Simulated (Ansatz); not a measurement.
The parent structure is B (space group I4_132, No. 214; a = 4.6529 Å; a hypothetical phase, not in the database extracts checked). Axes: x, y, z lie along the cube axes.

(Cell as relaxed with PBE.)

Levels (all Ansatz, an electronic-structure program, PAW): PBE (420 eV, scalar-relativistic without spin-orbit coupling); PBEsol (420 eV, no spin-orbit coupling).

Each level relaxes its own structure.

```tsv
base	PBE	PBEsol
volume per atom	12.59 Å³	12.43 Å³
lattice parameter a	465.3 pm	463.3 pm
band gap	1.48 eV	1.41 eV
```

It is then changed as follows: biaxial strain −0.78 %, plane normal [110], relaxed out of plane (Cartesian); in-plane vectors clamped, the third vector and the atoms free.

| quantity | PBE | PBEsol |
|---|---|---|
| band gap | 1.43 eV | 1.36 eV |
| out-of-plane strain | +0.99 % | +1.04 % |
| smallest direct gap | 2.69 eV | 2.64 eV |
| shift of the gap caused by the change | -0.05 eV | -0.05 eV |

PBE's band gap lies 0.07 eV above PBEsol's; PBE's out-of-plane strain lies 0.058 % below PBEsol's; PBE's smallest direct gap lies 0.05 eV above PBEsol's; the two agree on the shift of the gap caused by the change. Neither level is exact; PBEsol is the comparison here, not a measurement.

No phonon test of stability was made.
